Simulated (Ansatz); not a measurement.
**Co, pressure series**

The reference is Co in the hcp (Mg type) structure (space group P6_3/mmc, No. 194; ferromagnetic).

```xyz
2
Lattice="2.4571 0.0000 0.0000 -1.2286 2.1279 0.0000 0.0000 0.0000 3.9682" Properties=species:S:1:pos:R:3 pbc="T T T"
Co     0.0000     1.4186     2.9761
Co     1.2286     0.7093     0.9920
```

Cell and atoms are relaxed at each pressure.

Method: PBEsol, PAW, 420 eV (Ansatz, a quantum-chemistry and plane-wave program; scalar-relativistic without spin-orbit coupling), earlier PAW set.

| case | largest site moment | shortest interatomic distance |
|---|---|---|
| base | 1.64 μB | 2.439 Å |
| pressure −2 GPa | 1.65 μB | ___ |
| pressure −1 GPa | 1.65 μB | 2.442 Å |
| pressure 0.3 GPa | 1.64 μB | 2.438 Å |
| pressure 0.7 GPa | 1.64 μB | 2.437 Å |
| pressure 1.5 GPa | 1.64 μB | 2.434 Å |
| pressure 3 GPa | 1.63 μB | 2.429 Å |
| pressure 5 GPa | 1.62 μB | 2.423 Å |
| pressure 7.5 GPa | 1.61 μB | 2.416 Å |
| pressure 10 GPa | 1.60 μB | 2.409 Å |

Problem. Fill in the withheld entries from the trend.

Solution. 
- pressure −2 GPa, shortest interatomic distance: 2.446 Å

Other magnetic orders, which the real material may have, were not ruled out. Load acts through the strain it causes; cell and atoms are relaxed under it. Stability against distortions was not tested. Competing high-pressure phases were not computed.
